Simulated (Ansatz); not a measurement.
Consider Ce in the fcc (Cu type) structure (space group Fm-3m, No. 225; a = 4.582 Å). Axes: x, y, z lie along the cube axes.

The values are results of PBEsol (Ansatz, a quantum-chemistry and plane-wave program, PAW, no spin-orbit coupling), not measurements.

For the base:

```
Quantity    Value
--------  -------
Pressure  0.0 GPa
```

One thing is altered: compressive biaxial strain of 3.67 % in the plane normal to [111], as in epitaxy on a mismatched substrate; the out-of-plane cell vector and the atoms relax.

**Question.** Estimate the effect on the pressure.

**Answer.** The pressure (mean of the normal stresses, compression positive) goes from zero to 3.5 GPa.

**Question.** What happens to the energy relative to the base?

**Answer.** The energy increases by 28 meV/atom.

The 4f electrons are in the valence with no U and their state was not checked, so volumes and moments can be off. Without a gap, meshes like the base's 17×17×17 leave anisotropic stresses uncertain by several tenths of a GPa, and small strain energies with them. Stability against distortions was not tested. Starting moments died away, wholly or in part, for the base; another magnetic solution may exist. The final runs are not spin-polarised.
